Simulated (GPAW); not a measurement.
Band structure of Tl (P6_3/mmc, 2 atoms in the cell).

```
CELL_PARAMETERS angstrom
      1.71651    -2.97308     0.00000
      1.71651     2.97308     0.00000
      0.00000     0.00000     5.47694
ATOMIC_POSITIONS crystal
  Tl 0.33333 0.66667 0.25000
  Tl 0.66667 0.33333 0.75000
```

Level of theory: PBE, GPAW PAW datasets PBE (gpaw-data 1.0.1) (plane waves; GPAW).

Settings: mode = pw; ecut = 600 eV; xc = PBE; kpts = 8 8 4; mesh shift (steps) = 0 0 0; occupations.name = methfessel-paxton; occupations.width = 0.05 eV; occupations.order = 0; nbands = -8; convergence.forces = 0.001 eV/Å; symmetry.symmorphic = false; symmetry.tolerance = 0.0005; maxiter = 100; bandpath_npoints = 40.

The starting cell has typed, rounded lattice constants, without a prior relaxation at this level. Its lattice was rescaled by a random factor within 2.5 % of one. Spin-orbit coupling is off.

Levels in eV from the Fermi level, bands 10 to 17:
```tsv
point	10	11	12	13	14	15	16	17
Γ	-11.13	-10.20	-5.05	-2.99	8.02	8.02	10.14	10.14
M	-11.08	-5.80	-4.74	-0.67	0.47	1.28	3.80	3.83
K	-11.12	-4.59	-4.59	-1.43	1.79	1.79	2.77	3.11
A	-11.25	-8.72	-8.72	3.42	3.42	9.02	9.02	9.02
L	-11.10	-4.69	-4.69	-2.41	-2.41	5.56	5.56	6.22
H	-11.12	-4.01	-4.01	-1.02	-1.02	0.13	0.13	7.73
```

Bands cross the Fermi level along this path, so the cell is metallic at this level.
